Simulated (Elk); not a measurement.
Several settings converged on Na (Im-3m, 1 atom in the cell)

```yaml
crystal:
  lattice:
    - [-2.14065, 2.14065, 2.14065]
    - [2.14065, -2.14065, 2.14065]
    - [2.14065, 2.14065, -2.14065]
  atoms:
    - { symbol: Na, position: [0.00000, 0.00000, 0.00000] }
```

Base method: PBE, all-electron FP-LAPW, Elk's shipped species files, default APW+lo basis (Elk 10.2.4).

Base settings: xctype = 20; rgkmax = 7; stype = 3; swidth = 0.00367493 Ha; ngridk = 11 11 11.

**The width of Fermi-Dirac smearing**

In this ladder: ngridk = 18 18 18.

Narrow widths need finer meshes than wide ones, so the last steps can hold mesh noise.

Only quantities that move along the ladder and can be compared are tabulated; pressure and forces are left out, as mesh noise rules them at narrow widths.

```csv
swidth,free energy less the last step's (meV/atom),energy extrapolated to zero width less the last step's (meV/atom)
0.0367493 Ha,-750.11,-48.17
0.0183747 Ha,-196.30,-3.57
0.0110248 Ha,-70.09,-0.05
0.00734986 Ha,-29.96,0.30
0.00367493 Ha,-5.89,0.12
0.00183747 Ha,0.00,0.00
```

Widest swidth that holds the energy extrapolated to zero width within 2 meV/atom of the last step, with all finer ones: 0.0110248 Ha; the step before is off by 3.6 meV/atom.

Widest swidth that holds the free energy within 5 meV/atom: not settled: the last two steps still differ by 5.9 meV/atom, over half the tolerance, so the ladder does not show it.

The extrapolation to zero width removes most of the smearing's effect on the energy.

**The width of Gaussian smearing**

In this ladder: stype = 0; ngridk = 18 18 18.

Narrow widths need finer meshes than wide ones, so the last steps can hold mesh noise.

Only quantities that move along the ladder and can be compared are tabulated; pressure and forces are left out, as mesh noise rules them at narrow widths.

```tsv
swidth	total energy (no entropy term) less the last step's (meV/atom)
0.0367493 Ha	119.84
0.0183747 Ha	30.77
0.0110248 Ha	10.88
0.00734986 Ha	4.55
0.00367493 Ha	0.95
0.00183747 Ha	0.00
```

Widest swidth that holds the total energy (no entropy term) within 2 meV/atom of the last step, with all finer ones: 0.00367493 Ha; the step before is off by 4.5 meV/atom.

**The width of Methfessel-Paxton smearing**

In this ladder: stype = 1; ngridk = 18 18 18.

Narrow widths need finer meshes than wide ones, so the last steps can hold mesh noise.

Only quantities that move along the ladder and can be compared are tabulated; pressure and forces are left out, as mesh noise rules them at narrow widths.

| swidth | total energy (no entropy term) less the last step's (meV/atom) |
|---|---|
| 0.0367493 Ha | 3.46 |
| 0.0183747 Ha | 0.20 |
| 0.0110248 Ha | -0.17 |
| 0.00734986 Ha | -0.22 |
| 0.00367493 Ha | 0.15 |
| 0.00183747 Ha | 0.00 |

Widest swidth that holds the total energy (no entropy term) within 0.5 meV/atom of the last step, with all finer ones: 0.0183747 Ha; the step before is off by 3.5 meV/atom.

On the base run: the starting cell has typed, rounded lattice constants, without a prior relaxation at this level. Its lattice was rescaled by up to half a per cent. Values depend on the basis (sphere radii, cutoffs, local orbitals), which need not be converged.

Left out of this page: 6 runs of the series outside the window shown, repeating another row's setting, or not comparable.
